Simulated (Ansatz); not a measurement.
## Ga2O3, pressure series

Start from Ga$_{2}$O$_{3}$ in the corundum structure (space group R-3c, No. 167; a = 5.058 Å, c = 13.623 Å (hexagonal axes)).

Cell and atoms are relaxed at each pressure.

Method: PBE, PAW, 420 eV (Ansatz, a quantum-chemistry and plane-wave program; no SOC).

```tsv
pressure (GPa)	volume per atom (Å³/atom)
-2	10.164
-1	10.111
0	10.060
0.9	?
2.1	9.957
9	9.653
15	9.424
22.5	9.173
30	8.953
```

Question: Fit the third-order Birch–Murnaghan form P(V) = (3B₀/2)[(V₀/V)^(7/3) − (V₀/V)^(5/3)]·[1 + (3/4)(B₀′ − 4)((V₀/V)^(2/3) − 1)] (squares taken in P) to the rows shown and predict the withheld row.

Answer: Least squares on the printed values gives V₀ = 10.060 Å³/atom, B₀ = 199 GPa, B₀′ = 4.4; this predicts 10.015 Å³/atom, and the run gives 10.015 Å³/atom, in agreement.

Load acts through the strain it causes; cell and atoms are relaxed under it. Whether these cells are dynamically stable was not tested. No other phases were tried under pressure.
